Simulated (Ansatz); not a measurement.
## Input and output of a self-consistent single point for a (001) slab of Ge2Mo (cut from a parent of space group no. 139; 6 atoms in the cell) (Ansatz)

Computed with LDA (PW92), default PAW files made with PBE (plane waves; Ansatz, an electronic-structure program).

Input:

Ansatz 0.2 input:
```yaml
# MoGe2
crystal:
  lattice:
    - [3.33679000, 0.00000000, 0.00000000]
    - [0.00000000, 3.33679000, 0.00000000]
    - [0.00000000, 0.00000000, 20.77391400]
  atoms:
    - { symbol: Ge, position: [0.50000000, 0.50000000, 0.66303900] }
    - { symbol: Ge, position: [0.00000000, 0.00000000, 0.33696100] }
    - { symbol: Mo, position: [0.00000000, 0.00000000, 0.59901100] }
    - { symbol: Ge, position: [0.00000000, 0.00000000, 0.46501600] }
    - { symbol: Ge, position: [0.50000000, 0.50000000, 0.53498400] }
    - { symbol: Mo, position: [0.50000000, 0.50000000, 0.40098900] }
basis:
  ecutwfc: 420.0 eV
kpoints:
  mp_grid:
    grid: [9, 9, 1]
hamiltonian:
  xc: lda
  pseudopotentials:
    kind: paw
scf:
  occupations:
    method: gaussian
    width: 0.1 eV
output:
  forces: true
  eigenvalues: true
  stress: true
```

Output, abridged:

```
WARN ansatz: RAYON_NUM_THREADS=1 ignored (pool sized by the plan → 1); use --threads N
Pseudopotentials: kind: paw
Pseudopotential: Ge, paw, valence charge 14
Pseudopotential: Mo, paw, valence charge 14
Crystal: 6 atoms, lattice volume = 231.300 Å³
Basis set: ecut = 420 eV, 4565 PW (Γ)
Bands: 51, of which v1, the nominal top of the filled ones, is band 42 counted from 1 (41 counted from 0)
Symmetry: 16 space group operations
Space group: P4/nmm (ITA 129), of the structure as read, at distance tolerance 6.1e-5 Å
k-points: 15 of 81
PAW frozen core: Ge, regenerated for the run's functional, and the local potential with it
PAW frozen core: Mo, regenerated for the run's functional, and the local potential with it
Initial density: superposition of atomic densities (neutral atoms: chi_scale 0, normalization atom), corrected by the library's trained network
Initial wavefunctions: pseudopotential atomic-orbital guess
Eigensolver: davidson
Functional: x = slater, c = lda
SCF iter   1: F=—  HF=-26547.419012 eV  |F-HF|=—  |Δ(HF+E_count)|=         —  Δρ=5.33e-3  dr2=1.47e-1  ethr=1.77e-3  ⟨swp⟩=7.9  Hψ=3081  notcnv=0
all-band conjugate gradients solve this SCF's bands
preconditioner: auto → LDOS
SCF iter   2: F=—  HF=-26547.395880 eV  |F-HF|=—  |Δ(HF+E_count)|=   2.31e-2  Δρ=2.57e-3  dr2=1.96e-2  ethr=1.75e-4  ⟨swp⟩=2.9  Hψ=1688  notcnv=0  defer=44
SCF iter   3: F=—  HF=-26547.391052 eV  |F-HF|=—  |Δ(HF+E_count)|=   4.83e-3  Δρ=9.47e-4  dr2=3.92e-3  ethr=2.33e-5  ⟨swp⟩=2.3  Hψ=1314  notcnv=0  defer=44
SCF iter   4: F=—  HF=-26547.389640 eV  |F-HF|=—  |Δ(HF+E_count)|=   1.41e-3  Δρ=2.21e-4  dr2=5.44e-4  ethr=4.67e-6  ⟨swp⟩=2.2  Hψ=1253  notcnv=0  defer=44
SCF iter   5: F=—  HF=-26547.389549 eV  |F-HF|=—  |Δ(HF+E_count)|=   9.14e-5  Δρ=1.11e-4  dr2=6.53e-5  ethr=6.47e-7  ⟨swp⟩=3.1  Hψ=1461  notcnv=0  defer=44
SCF iter   6: F=—  HF=-26547.389659 eV  |F-HF|=—  |Δ(HF+E_count)|=   1.10e-4  Δρ=2.53e-5  dr2=3.24e-6  ethr=7.77e-8  ⟨swp⟩=2.0  Hψ=1255  notcnv=0  defer=41
SCF iter   7: F=—  HF=-26547.389659 eV  |F-HF|=—  |Δ(HF+E_count)|=   3.47e-7  Δρ=1.28e-5  dr2=5.27e-7  ethr=3.85e-9  ⟨swp⟩=2.5  Hψ=1413  notcnv=0  defer=39
SCF iter   8: F=-26547.389659 eV  HF=-26547.389659 eV  |F-HF|=4.54e-8  |Δ(HF+E_count)|=   2.17e-7  Δρ=3.25e-6  dr2=1.88e-8  ethr=1.19e-10  ⟨swp⟩=14.0  Hψ=3753  notcnv=0
SCF 1 converged in 8 iterations: F = -26547.389659 eV  dr2 = 1.88e-8
SCF converged after 8 iterations
Free energy (F): -26547.389659 eV
Harris-Foulkes:  -26547.389659 eV  (|F-HF|=4.54e-8)
Internal energy: -26547.362349 eV  (E = F + TS)
E sigma→0 (E₀):  -26547.376004 eV
Entropy (-TS):   -0.027310 eV (-4.552 meV/atom)
Fermi energy:    3.700011 eV
--- Per-component energies (eV) ---
  E_band       = -1444.725446
  E_kinetic    = 1330.684453
  E_local      = -82982.100259  (includes V_loc(G=0)·N_el)
  E_nonlocal   = 1979.991132
  E_hartree    = 40249.811236
  E_xc         = -665.558215
  E_vxc        = -717.624003  (∫ρ·V_xc dr)
  E_paw        = -13940.399758  (= ΣΔE_a)
  E_vpaw       = -1555.304857  (= ΣTr[D̂ρ^β])
  E_aug_tail   = 0.001262  (compensation charges beyond the density's cutoff)
  E_ewald      = 27471.628863
  E_core_change = 8.578937  (= ΣΔE_core)
  E_smearing   = -0.027310  (= −TS)
  E_closure    = 0.000000  (closes the sum)
  Σ components = -26547.389659   (vs F -26547.389659, Δ=0.00e0)
--- Forces (eV/Å), atoms counted from 1 ---
  atom   1  Ge     0.00000000     0.00000000    -0.49857511
  atom   2  Ge     0.00000000     0.00000000     0.49857511
  atom   3  Mo     0.00000000     0.00000000    -0.51767482
  atom   4  Ge     0.00000000     0.00000000    -0.24251517
  atom   5  Ge     0.00000000     0.00000000     0.24251517
  atom   6  Mo     0.00000000     0.00000000     0.51767482
  max |Σ_I F_I| component: 0.00e0 eV/Å
--- Stress (GPa, compression-positive) ---
       -5.039952       0.000000       0.000000
        0.000000      -5.039952       0.000000
        0.000000       0.000000      -3.570444
  P = ⅓ Tr σ = -4.5501 GPa (-45.501 kbar)
  The stress holds the Pulay correction. Without it, at fixed plane waves, as pw.x and ABINIT print it: P = -4.5638 GPa
--- Band table (eV; the first three rows and the last of 15) ---
  k-point 0: bands = ["-56.9263", "-56.9262", "-31.0711", "-31.0659", "-31.0508", "-31.0508", "-31.0508", "-31.0508", "-20.9482", "-20.9428", "-20.9306", "-20.9098", "-20.9098", "-20.8641", "-20.8566", "-20.8293", "-20.8293", "-20.8231", "-20.6374", [...]
  k-point 1: bands = ["-56.9251", "-56.9250", "-31.0702", "-31.0699", "-31.0684", "-31.0638", "-31.0491", "-31.0491", "-20.9449", "-20.9442", "-20.9290", "-20.9151", "-20.9052", "-20.8686", "-20.8568", "-20.8295", "-20.8281", "-20.8203", "-20.6364", [...]
  k-point 2: bands = ["-56.9221", "-56.9220", "-31.1180", "-31.1179", "-31.0624", "-31.0585", "-31.0447", "-31.0447", "-20.9478", "-20.9421", "-20.9271", "-20.9160", "-20.8943", "-20.8830", "-20.8545", "-20.8318", "-20.8246", "-20.8149", "-20.6345", [...]
  k-point 14: bands = ["-56.9067", "-56.9067", "-31.1860", "-31.1857", "-31.1855", "-31.1853", "-31.0356", "-31.0355", "-20.9400", "-20.9317", "-20.9114", "-20.9016", "-20.8752", "-20.8708", "-20.8483", "-20.8474", "-20.8249", "-20.8243", [...]
```

The run converged in 8 iterations.

The starting cell comes from a database of computed structures (which also holds hypothetical and non-ambient phases and stackings), without a prior relaxation at this level. The slab is cut from that crystal, and its faces are unrelaxed. Its lattice was rescaled by up to half a per cent. Spin polarisation is off.
